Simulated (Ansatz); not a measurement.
**How far PBE and PBEsol part for hypothetical zinc blende HgO**

Take HgO in the zinc blende structure (space group F-43m, No. 216; a = 5.293 Å; a hypothetical phase, not in the database extracts checked) as the base.

(Cell as relaxed with PBE.)

Levels (all Ansatz, a first-principles code, PAW): PBE (420 eV, no spin-orbit coupling); PBEsol (420 eV, without spin-orbit coupling).

Each level relaxes its own structure.

```
quantity                  PBE  PBEsol
-------------------  --------  ------
volume per atom      18.53 Å³       ?
lattice parameter a   5.293 Å       ?
band gap                 zero       ?
```

Question: Predict the PBEsol column.

Answer: 
- volume per atom, PBEsol: 17.53 Å³
- lattice parameter a, PBEsol: 5.196 Å
- band gap, PBEsol: zero

PBE's volume per atom lies 1.00 Å³ above PBEsol's (5.7 %); PBE's lattice parameter a lies 0.097 Å above PBEsol's (1.9 %); the two agree on the band gap. Neither level is exact; PBEsol is the comparison here, not a measurement.

With Hg present, leaving out spin-orbit coupling can change the band edges. Whether these cells are dynamically stable was not tested. The final runs are not spin-polarised. The zero or small gap of HgO can change with the level of theory.
